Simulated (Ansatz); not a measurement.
Habitual settings against a tight run: InAsPt₅ (P4/mmm, 7 atoms in the cell)

Self-consistent single point.

```yaml
crystal:
  lattice:
    - [4.02745, 0.00000, 0.00000]
    - [0.00000, 4.02745, 0.00000]
    - [0.00000, 0.00000, 7.09988]
  atoms:
    - { symbol: In, position: [0.50000, 0.50000, 0.00000] }
    - { symbol: As, position: [0.00000, 0.00000, 0.50000] }
    - { symbol: Pt, position: [0.00000, 0.50000, 0.28575] }
    - { symbol: Pt, position: [0.00000, 0.50000, 0.71425] }
    - { symbol: Pt, position: [0.50000, 0.00000, 0.28575] }
    - { symbol: Pt, position: [0.50000, 0.00000, 0.71425] }
    - { symbol: Pt, position: [0.00000, 0.00000, 0.00000] }
```

Level of theory: PBEsol, harder PAW files (source: ansatz) made with PBE (plane waves; Ansatz, a quantum-chemistry and plane-wave program).

Base settings: basis.ecutwfc = 710 eV; kpoints.mp_grid.grid = 8 8 5; hamiltonian.xc = pbesol; hamiltonian.pseudopotentials = {kind: paw, source: ansatz}; scf.occupations.method = methfessel_paxton; scf.occupations.width = 0.136 eV.

Tight run (finer mesh or higher cutoff; not a proven limit): basis.ecutwfc: 710 eV → 995 eV; kpoints.mp_grid.grid: 8 8 5 → 11 11 7; scf.convergence.dr2_threshold: default (1e-07 eV) → 1e-09 eV. It gave Fermi level (on the code's own zero) 20.18 eV; pressure -3.63 GPa; largest force (vector length) 0.018 eV/Å.

Quick runs, as changes from the base:
- A: the base itself
- B: basis.ecutwfc: 710 eV → 355 eV; kpoints.mp_grid.grid: 8 8 5 → 8 8 8; hamiltonian.xc: pbesol → lda; scf.occupations.method: methfessel_paxton → cold; scf.occupations.width: 0.136 eV → 0.2 eV; scf.convergence.dr2_threshold: default (1e-07 eV) → 0.001 eV [LDA (PW92)]
- C: basis.ecutwfc: 710 eV → 570 eV; kpoints.mp_grid.grid: 8 8 5 → 6 6 6; hamiltonian.xc: pbesol → lda; scf.occupations.method: methfessel_paxton → cold; scf.occupations.width: 0.136 eV → 0.272 eV [LDA (PW92)]
- D: basis.ecutwfc: 710 eV → 355 eV; kpoints.mp_grid.grid: 8 8 5 → 4 4 4; scf.occupations.method: methfessel_paxton → gaussian; kpoints.mp_grid.shift: default → 0.5 0.5 0.5
- E: basis.ecutwfc: 710 eV → 355 eV; kpoints.mp_grid.grid: 8 8 5 → 2 2 2; hamiltonian.xc: pbesol → lda [LDA (PW92)]
- F: basis.ecutwfc: 710 eV → 495 eV; kpoints.mp_grid.grid: 8 8 5 → 8 8 8; hamiltonian.xc: pbesol → lda; scf.convergence.dr2_threshold: default (1e-07 eV) → 0.0001 eV [LDA (PW92)]

Energies are extrapolated to zero smearing width, which holds to low order in the width alone.

Dashes: energy of B, C, E, F, another energy zero.

† marks runs with another functional, U, potentials or spin treatment: their distance from the tight run is not a convergence error alone.

The count of work is k-points × plane waves × bands × iterations; it is no time. 

Pressures in the table are Ansatz's without its Pulay estimate, at a fixed set of plane waves; the tight run's value above holds the estimate.

The starting cell comes from a database of computed structures (which also holds hypothetical and non-ambient phases and stackings), without a prior relaxation at this level. Its lattice was rescaled by a random factor within 2.5 % of one. Spin polarisation is off. In the base run, with a pressure of about -4 GPa the cell is away from its equilibrium volume at this level.

| run | energy less tight (meV/atom) | pressure less tight (GPa) | largest miss in a force vector (eV/Å) | count of work / tight |
|---|---|---|---|---|
| A | 0.7 | 0.01 | 0.005 | 0.30 |
| B† | – | -110.64 | 0.069 | 0.095 |
| C† | – | -4.87 | 0.051 | 0.19 |
| D | 1755.8 | -104.22 | 0.002 | 0.013 |
| E† | – | -111.63 | 0.295 | 0.013 |
| F† | – | -8.13 | 0.060 | 0.19 |

Among the runs at the tight run's level, the energy misses run from 0.7 to 1755.8 meV/atom.

Keys are those of Ansatz 0.2.
